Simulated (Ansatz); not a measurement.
**ZrRuAs, pressure series**

Consider ZrRuAs (space group P-62m, No. 189; a = 6.551 Å, c = 3.891 Å; a cell from a computed database, its experimental status unchecked).

Cell and atoms are relaxed at each pressure.

Computed with plane-wave PAW DFT at the PBEsol level (Ansatz, an electronic-structure program, 420 eV), no SOC.

```tsv
variant	c/a ratio	density
base	0.594	9.21 g/cm³
pressure −2 GPa	0.594	9.12 g/cm³
pressure −1 GPa	0.594	9.16 g/cm³
pressure 0.3 GPa	0.594	?
pressure 0.7 GPa	0.594	9.24 g/cm³
pressure 1.5 GPa	0.594	9.27 g/cm³
pressure 3 GPa	0.594	?
pressure 5 GPa	0.594	?
pressure 7.5 GPa	0.593	9.52 g/cm³
pressure 10 GPa	0.593	9.62 g/cm³
```

Task: What belongs in the blanks?

Result: 
- pressure 0.3 GPa, density: 9.22 g/cm³
- pressure 3 GPa, density: 9.34 g/cm³
- pressure 5 GPa, density: 9.42 g/cm³

Load acts through the strain it causes; cell and atoms are relaxed under it. Stability against distortions was not tested. Competing high-pressure phases were not computed. All final runs are without spin polarisation. An odd electron count without spin: ZrRuAs.
